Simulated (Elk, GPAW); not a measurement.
An Elk input for a self-consistent single point of FeO (Fm-3m, 2 atoms in the cell) (DFT, PBEsol, all-electron FP-LAPW, Elk's shipped species files, APW+lo basis with extra local orbitals):

```
tasks
  0

xctype
  22

spinpol
  .true.

reducebf
  0.8

rgkmax
  7.5

gmaxvr
  16.0

nxlo
  2

lorbcnd
  .true.

rmtscf
  0.9

lmaxi
  3

nempty
  10

stype
  3

swidth
  0.00367493

avec
    0.0000000000    4.0322446924    4.0322446924
    4.0322446924    0.0000000000    4.0322446924
    4.0322446924    4.0322446924    0.0000000000

sppath
  'species/'

atoms
  2   : nspecies
  'Fe.in'   : spfname
  1   : natoms; atposl, bfcmt below
  0.0000000000  0.0000000000  0.0000000000    0.0 0.0 -2.0
  'O.in'   : spfname
  1   : natoms; atposl, bfcmt below
  0.5000000000  0.5000000000  0.5000000000    0.0 0.0 0.0

ngridk
  18 18 18
```

### Question
Give the GPAW input for the same structure, mesh, smearing and functional.

### Answer
One input that does it (others would too):

```python
from ase import Atoms
from ase.units import GPa
from gpaw import GPAW, PW, FermiDirac

atoms = Atoms(['Fe', 'O'],
              cell=[[0.000000, 2.133772, 2.133772],
                    [2.133772, 0.000000, 2.133772],
                    [2.133772, 2.133772, 0.000000]],
              scaled_positions=[[0.000000, 0.000000, 0.000000],
                                [0.500000, 0.500000, 0.500000]],
              pbc=True)

atoms.set_initial_magnetic_moments([4.0, 0.0])

calc = GPAW(spinpol=True,
            mode=PW(900),
            xc='PBEsol',
            kpts={'size': (18, 18, 18), 'gamma': True},
            occupations=FermiDirac(0.1),
            nbands=-8,
            convergence={'density': 1e-05},
            symmetry={'symmorphic': False, 'tolerance': 0.0005},
            maxiter=150)

atoms.calc = calc

energy = atoms.get_potential_energy()
print('Energy (eV):', round(energy, 6))
forces = atoms.get_forces()
print('Forces (eV/Ang):')
print(forces.round(5))
stress = atoms.get_stress()
print('Stress (GPa, Voigt):', (stress / GPa).round(4))
```

Basis settings and potentials, where a program has them, do not carry over. This input uses DFT PBEsol, plane waves, GPAW PAW datasets PBEsol (made by gpaw-setup). Both were run: size of the net moment 1.99 μB/atom in Elk and 2.00 in GPAW.

On Elk: the starting cell comes from a database of computed structures (which also holds hypothetical and non-ambient phases and stackings), without a prior relaxation at this level. Its lattice was rescaled by a random factor within 2.5 % of one. The magnetic order is the one reached from the typed start; others were not searched systematically. Values depend on the basis (sphere radii, cutoffs, local orbitals), which need not be converged.

On GPAW: the starting cell comes from a database of computed structures (which also holds hypothetical and non-ambient phases and stackings), without a prior relaxation at this level. Its lattice was rescaled by a random factor within 2.5 % of one. With one magnetic atom in the cell only a parallel order is possible.
